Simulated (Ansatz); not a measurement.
Formation energy of the localised charge states of C on the O site in monoclinic HfO2 (start: the O(1) site; 96-site cell, 2×2×2 shifted sampling) against the Fermi level, O-rich (Δμ(O) = 0.00 eV, Δμ(C) = -4.05 eV, bounded by CO2 (Pa-3); only phases computed here count, gases as isolated molecules at 0 K). Method: PBE, PAW (plane waves to 420 eV; Ansatz, an electronic-structure program).

Charges with a result: +1, 0, −1, −2. Others weren't obtained, and one of them could lie lower, also by skipping a charge.

Set-up: 96-site cell; 2×2×2 shifted k-points; host gap 4.04 eV; charged states image-corrected; no spin–orbit coupling; finite-size errors of tenths of an eV; flagged in the runs: a host whose relaxation on this sampling wasn't shown to rest, a strain field that reaches the edge of the cell.

```
E_F − E_VBM (eV)  q = +1  q = 0  q = −1  q = −2
----------------  ------  -----  ------  ------
0.00               11.10  13.15   15.17   17.51
0.50               11.61  13.15   14.66   16.50
1.01               12.11  13.15   14.16   15.49
1.51               12.62  13.15   13.66   14.48
2.02               13.12  13.15   13.15   13.47
2.52               13.63  13.15   12.65   12.46
3.03               14.13  13.15   12.14   11.45
3.53               14.64  13.15   11.64   10.45
4.04               15.14  13.15   11.13    9.44
```

Crossings of the lowest lines: (+1/−1) at 2.03 eV; (−1/−2) at 2.34 eV.
